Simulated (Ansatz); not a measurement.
# Rutile MgH₂

Level of theory: r²SCAN (Ansatz, a program for electronic structure, PAW).

Settings: plane-wave cutoff 500 eV, 6×10×1 k mesh (along the axes of the cell as run), gaussian smearing 0.02 eV, scalar-relativistic PAW data made under PBE.

Cell: relaxed at this level.

* **surface energy of the (100) face**: 0.65 J/m²
* **ionisation potential of the slab**: 6.38 eV

The slab of 18 atoms is relaxed and unreconstructed.

Computed values are for the static lattice.

Computing time: very roughly 6 core-minutes.
